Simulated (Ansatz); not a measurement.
# Carrier doping in hypothetical P4_2/mnm BP

Take BP (space group P4_2/mnm, No. 136; a = 5.532 Å, c = 3.187 Å; a hypothetical phase, not in the database extracts checked) as the base.

Carriers are added at fixed cell with a uniform background; the Fermi–Dirac width is that of 300 K.

Calculations: PBEsol, PAW, 420 eV (Ansatz, an electronic-structure program; no spin-orbit coupling).

Notes on the quantities. Fermi level from band edge: Fermi level relative to the doped band's edge (positive inside the band; to 0.05 eV).

```json
[
 {"variant": "undoped", "gap between the host's bands": "0.27 eV", "Fermi level from band edge": "–"},
 {"variant": "electrons 3.0×10^21 cm⁻³", "gap between the host's bands": "0.21 eV", "Fermi level from band edge": "+1.15 eV"},
 {"variant": "electrons 5.0×10^21 cm⁻³", "gap between the host's bands": "0.18 eV", "Fermi level from band edge": "+1.40 eV"},
 {"variant": "electrons 7.0×10^21 cm⁻³", "gap between the host's bands": "0.16 eV", "Fermi level from band edge": "+1.55 eV"},
 {"variant": "electrons 2.0×10^22 cm⁻³", "gap between the host's bands": "zero", "Fermi level from band edge": "–"},
 {"variant": "holes 3.0×10^21 cm⁻³", "gap between the host's bands": "0.35 eV", "Fermi level from band edge": "+0.80 eV"},
 {"variant": "holes 5.0×10^21 cm⁻³", "gap between the host's bands": "0.39 eV", "Fermi level from band edge": "+1.00 eV"},
 {"variant": "holes 7.0×10^21 cm⁻³", "gap between the host's bands": "0.44 eV", "Fermi level from band edge": "+1.15 eV"},
 {"variant": "holes 2.0×10^22 cm⁻³", "gap between the host's bands": "0.72 eV", "Fermi level from band edge": "+1.85 eV"}
]
```

Charged cell with a jellium background: band edges are those of the host's band count, energies are not comparable with the neutral cell, and many-body gap narrowing is missing. Stability against distortions was not tested. All final runs are without spin polarisation. The zero or small gap of BP can change with the level of theory.
